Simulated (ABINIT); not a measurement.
Worked example: self-consistent single point of C₃N₄ (P1, 7 atoms in the cell) in ABINIT.

Computed with LDA (PW92), PAW (JTH v2.0 LDA PAW) (plane waves; ABINIT).

The change in words: atoms moved at random. Reference geometry:
```yaml
crystal:
  lattice:
    - [2.42164, 1.39813, 3.61279]
    - [-2.42164, 1.39813, 3.61279]
    - [0.00000, -2.79627, 3.61279]
  atoms:
    - { symbol: C, position: [0.49006, 0.49006, 0.01933] }
    - { symbol: C, position: [0.01933, 0.49006, 0.49006] }
    - { symbol: C, position: [0.49006, 0.01933, 0.49006] }
    - { symbol: N, position: [0.65970, 0.17012, 0.17012] }
    - { symbol: N, position: [0.17012, 0.65970, 0.17012] }
    - { symbol: N, position: [0.17012, 0.17012, 0.65970] }
    - { symbol: N, position: [0.66560, 0.66560, 0.66560] }
```

Reference input (self-consistent single point, DFT, LDA (PW92), plane waves, PAW (JTH v2.0 LDA PAW)): pseudos = [C.LDA_PW-JTH.xml, N.LDA_PW-JTH.xml]; ecut = 707 eV; pawecutdg = 1415 eV; ixc = 7; occopt = 3; tsmear = 0.00036749 Ha; ngkpt = 6 6 6; nshiftk = 1; shiftk = 0 0 0; potentials = JTH v2.0 LDA PAW; nband = 22; kptopt = 1. This run's input differs from it in these lines:

```diff
@@ -3,7 +3,7 @@
 pseudos "C.LDA_PW-JTH.xml, N.LDA_PW-JTH.xml"
-acell 4.5685190064 4.5685190064 4.5685190064 Angstrom
+acell 4.5685189846 4.5685189846 4.5685190502 Angstrom
 rprim
-         0.5300709176    0.3060365870    0.7908011316
-        -0.5300709176    0.3060365870    0.7908011316
-         0.0000000000   -0.6120731740    0.7908011316
+         0.5300709066    0.3060365963    0.7908011354
+        -0.5300709066    0.3060365963    0.7908011354
+         0.0000000000   -0.6120731837    0.7908011240
 natom 7
@@ -13,9 +13,9 @@
 xred
-         0.4900650000    0.4900650000    0.0193300000
-         0.0193300000    0.4900650000    0.4900650000
-         0.4900650000    0.0193300000    0.4900650000
-         0.6597000000    0.1701200000    0.1701200000
-         0.1701200000    0.6597000000    0.1701200000
-         0.1701200000    0.1701200000    0.6597000000
-         0.6656030000    0.6656030000    0.6656030000
+         0.4973270000    0.4855730000    0.0147910000
+         0.0111780000    0.5060060000    0.4835080000
+         0.4898050000    0.0072010000    0.4908990000
+         0.6772040000    0.1560560000    0.1810610000
+         0.1615690000    0.6849260000    0.1674430000
+         0.1690680000    0.1575930000    0.6825780000
+         0.6588520000    0.6676480000    0.6447230000
 ecut 707 eV
```

Log, with long lists cut:

```
--- !BeginCycle
solver: {iscf: 17, nstep: 80, nline: 4, wfoptalg: 10, }
tolerances: {tolvrs: 1.00E-12, }
...

     iter   Etot(hartree)      deltaE(h)  residm     nres2
 ETOT  1  -57.360018519049    -5.736E+01 5.789E-02 8.299E+01
 ETOT  2  -57.343555812732     1.646E-02 1.387E-02 3.357E+01
 ETOT  3  -57.310745575270     3.281E-02 9.238E-03 1.999E+00
 ETOT  4  -57.307011549974     3.734E-03 1.864E-03 1.377E-01
 ETOT  5  -57.307022649962    -1.110E-05 1.656E-03 4.849E-02
   [... 9 lines left out ...]
 ETOT 15  -57.306978405430    -6.878E-12 8.133E-04 2.812E-10
 ETOT 16  -57.306978405431    -1.222E-12 2.471E-04 3.238E-11
 ETOT 17  -57.306978405431    -1.634E-13 4.839E-04 6.997E-12
 ETOT 18  -57.306978405431    -2.061E-13 1.168E-04 9.969E-13
 At SCF step   18       nres2   =  9.97E-13 < tolvrs=  1.00E-12 =>converged.

 Cartesian components of stress tensor (hartree/bohr^3)
  sigma(1 1)=  1.27083453E-03  sigma(3 2)= -3.50576559E-05
  sigma(2 2)=  9.42766868E-04  sigma(3 1)=  9.05589715E-06
  sigma(3 3)=  8.62359517E-05  sigma(2 1)= -8.62226897E-05

 ----iterations are completed or convergence reached----

 reduced coordinates (array xred) for    7 atoms
       0.497327000000      0.485573000000      0.014791000000
       0.011178000000      0.506006000000      0.483508000000
       0.489805000000      0.007201000000      0.490899000000
       0.677204000000      0.156056000000      0.181061000000
       0.161569000000      0.684926000000      0.167443000000
       0.169068000000      0.157593000000      0.682578000000
   [... lines left out ...]
 Fermi (or HOMO) energy (hartree) =   0.13372   Average Vxc (hartree)=  -0.36733
 Fermi (or HOMO) energy (eV) =   3.63871   Average Vxc (eV)=  -9.99543
   [... lines left out ...]
'-kT*entropy'       : -8.70339212450939E-15
total_energy        : -5.73069785663414E+01
total_energy_eV     : -1.55940219162551E+03
...

-Cartesian components of stress tensor (GPa)         [Pressure= -2.2555E+01 GPa]
- sigma(1 1)=  3.73892365E+01  sigma(3 2)= -1.03143167E+00
- sigma(2 2)=  2.77371542E+01  sigma(3 1)=  2.66433648E-01
- sigma(3 3)=  2.53714887E+00  sigma(2 1)= -2.53675869E+00

 Calculation completed.
```

The run converged in 18 iterations. 

The starting cell comes from a database of computed structures (which also holds hypothetical and non-ambient phases and stackings), without a prior relaxation at this level. Its lattice was rescaled by a random factor within 2.5 % of one. For this run, on top of that: atoms moved at random. With a pressure of about -23 GPa the cell is away from its equilibrium volume at this level. Forces in this geometry exceed 1 eV/Å.

These are the values that this program gave, and no reference: the one-centre exchange-correlation terms come from a truncated expansion.

Cost on one core of a shared machine: roughly 5 min.
